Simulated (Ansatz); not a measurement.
Take YN in the rock salt structure (space group Fm-3m, No. 225; a = 4.896 Å) as the base.

All numbers come from r2SCAN in Ansatz (plane waves to 500 eV, PAW, no SOC).

For the base:

```
Property                                Result
-----------------------------  ---------------
Smallest direct gap                    0.98 eV
Gap character                  indirect, Γ → X
Width of the top valence band          2.28 eV
```

Now apply this change: cell and atoms relaxed at a pressure of 2.1 GPa.

Question: Estimate the effect on the smallest direct gap, gap character and width of the top valence band.

Answer: The smallest direct gap shrinks by 0.03 eV (0.98 eV → 0.95 eV); the gap character stays indirect, Γ → X; the width of the top valence band grows by 0.034 eV to 2.32 eV.

Load acts through the strain it causes; cell and atoms are relaxed under it. Semilocal Kohn–Sham gaps tend to fall short of experiment. Whether these cells are dynamically stable was not tested.

Ansatz is a program for electronic structure.
